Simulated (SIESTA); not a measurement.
SIESTA run on ScCl (R-3m, 4 atoms in the cell): self-consistent single point.

Level of theory: LDA PW92, numerical atomic orbitals DZP, PseudoDojo LDA standard norm-conserving potentials (rewritten from UPF to PSML) (SIESTA).

```
CELL_PARAMETERS angstrom
      1.74741     1.00887     9.91184
     -1.74741     1.00887     9.91184
      0.00000    -2.01774     9.91184
ATOMIC_POSITIONS crystal
  Sc 0.79081 0.79081 0.79081
  Sc 0.20919 0.20919 0.20919
  Cl 0.59754 0.59754 0.59754
  Cl 0.40246 0.40246 0.40246
```
Moments meant for the start (each program seeds them in its own way; μB, in the order of the atoms Sc Sc Cl Cl): 1.0 1.0 0.0 0.0.

Reference input (self-consistent single point, DFT, LDA PW92, numerical atomic orbitals DZP, PseudoDojo LDA standard norm-conserving potentials (rewritten from UPF to PSML)): XC.functional = LDA; XC.authors = PW92; potentials = PseudoDojo LDA standard; PAO.BasisSize = DZP; PAO.EnergyShift = 0.01 Ry; MeshCutoff = 350 Ry; kgrid.MonkhorstPack = 7 7 7; OccupationFunction = FD; ElectronicTemperature = 1160.45 K; Spin = polarized; DM.InitSpin = [1 +1.00, 2 +1.00, 3 +0.00, 4 +0.00]; MaxSCFIterations = 150. This run's input differs from it in these lines:

```diff
@@ -35,3 +35,3 @@
 OccupationFunction           FD
-ElectronicTemperature        1160.45 K
+ElectronicTemperature        2320.9 K
 Spin                         polarized
```

Output (repeated stretches shortened):

```
        iscf     Eharris(eV)        E_KS(eV)     FreeEng(eV)     dDmax    Ef(eV) dHmax(eV)
   scf:    1    -3522.848693    -3526.894973    -3527.244991  0.736086 -4.113583  3.241155
     spin moment: {S} , |S| = {        0.0        0.0    0.80443 }     0.80443
   scf:    2    -3527.621289    -3527.274717    -3527.641213  0.012913 -4.103663  2.923199
     spin moment: {S} , |S| = {        0.0        0.0    0.81263 }     0.81263
   scf:    3    -3528.132253    -3527.803978    -3528.221764  0.035298 -4.183874  1.551426
     spin moment: {S} , |S| = {        0.0        0.0    0.79752 }     0.79752
   [... lines left out ...]
     spin moment: {S} , |S| = {        0.0        0.0    0.00078 }     0.00078
   scf:   17    -3527.835729    -3527.835732    -3528.324352  0.000089 -4.428564  0.000313
     spin moment: {S} , |S| = {        0.0        0.0   -0.00036 }    -0.00036
   scf:   18    -3527.835736    -3527.835734    -3528.324352  0.000081 -4.428542  0.000202
     spin moment: {S} , |S| = {        0.0        0.0   -0.00166 }    -0.00166
   scf:   19    -3527.835731    -3527.835732    -3528.324352  0.000003 -4.428540  0.000157
     spin moment: {S} , |S| = {        0.0        0.0   -0.00169 }    -0.00169
SCF Convergence by DM+H criterion
max |DM_out - DM_in|         :     0.0000027737
max |H_out - H_in|      (eV) :     0.0001570148
SCF cycle converged after 19 iterations

Using DM_out to compute the final energy and forces

siesta: E_KS(eV) =            -3527.8357

siesta: E_KS - E_eggbox =     -3527.8357

siesta: Atomic forces (eV/Ang):
     1   -0.000000   -0.000000   -0.422196
     2    0.000000    0.000000    0.422193
     3    0.000000   -0.000000   -0.592776
     4   -0.000000    0.000000    0.592778
   Tot   -0.000000    0.000000   -0.000000
   Max    0.592778
   Res    0.297106    sqrt( Sum f_i^2 / 3N )
   Max    0.592778    constrained

Stress tensor Voigt[x,y,z,yz,xz,xy] (kbar):       51.73       51.73       50.22        0.00       -0.00       -0.00
(Free)E + p*V (eV/cell)    -3531.6763
   [... lines left out ...]
siesta: FreeEng =     -3528.324352
siesta: Cell volume =        104.842432 Ang**3
siesta:         -51.22421881          3.48569690  kBar
   [... lines left out ...]
              0.005   0.006   0.007   0.006   0.005

mulliken: Qtot =       18.001

Mulliken Atomic Populations:
Atom #   charge [q] valence [e]      Sz [e]  Species
     1    -0.028040   11.028040   -0.000877  Sc
     2    -0.028040   11.028040   -0.000877  Sc
     3     0.028040    6.971960    0.000030  Cl
     4     0.028040    6.971960    0.000030  Cl
 Total     0.000000               -0.001693
```

The run converged in 19 iterations. Against the reference run the free energy goes down by 52.8 meV/atom, the pressure goes from -5.23 to -5.12 GPa, the largest force goes from 0.570 to 0.593 eV/Å and the size of the net moment goes from 0.24 to 0.00 μB/atom.

The starting cell comes from a database of computed structures (which also holds hypothetical and non-ambient phases and stackings), without a prior relaxation at this level. The starting moments vanished: the run ended non-magnetic. Values carry the incompleteness of an atom-centred basis. With a pressure of about -5 GPa the cell is away from its equilibrium volume at this level.

Cost on one core of a shared machine: roughly 7 min.
